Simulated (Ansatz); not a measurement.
**A computed series for hypothetical P6_3/mmc PtSe2: pressure series**

Consider PtSe$_{2}$ in the 2H-MoS2 type structure (space group P6_3/mmc, No. 194; a = 3.5707 Å, c = 10.9640 Å; a hypothetical phase, not in the database extracts checked; layered, stacked along the Cartesian z axis).

Cell and atoms are relaxed at each pressure.

All numbers come from PBE-D3(BJ) in Ansatz (plane waves to 420 eV, PAW, no spin-orbit coupling), earlier PAW set.

Notes on the quantities. enthalpy: H = E + PV relative to the base's energy.

| change | enthalpy | density | c/a ratio |
|---|---|---|---|
| base | – | 9.68 g/cm³ | 3.071 |
| pressure −2 GPa | -0.26 eV/atom | 9.27 g/cm³ | 3.090 |
| pressure −1 GPa | -0.13 eV/atom | 9.50 g/cm³ | 3.077 |
| pressure 1.8 GPa | +0.22 eV/atom | 9.97 g/cm³ | 3.068 |
| pressure 4.2 GPa | +0.51 eV/atom | 10.30 g/cm³ | 3.071 |
| pressure 9 GPa | +1.07 eV/atom | 10.82 g/cm³ | 3.087 |
| pressure 18 GPa | +2.04 eV/atom | 11.57 g/cm³ | 3.131 |
| pressure 30 GPa | +3.27 eV/atom | 12.35 g/cm³ | 3.202 |
| pressure 45 GPa | +4.70 eV/atom | 13.13 g/cm³ | 3.285 |
| pressure 60 GPa | +6.06 eV/atom | ___ | ___ |

Task: Fill in the withheld entries from the trend.

Result: 
- pressure 60 GPa, density: 13.81 g/cm³
- pressure 60 GPa, c/a ratio: 3.367

Load acts through the strain it causes; cell and atoms are relaxed under it. Stability against distortions was not tested. Competing high-pressure phases were not computed. All final runs are without spin polarisation. PtSe2 has a high density of states at the Fermi level and may be magnetic at this level.

Ansatz is a first-principles code.
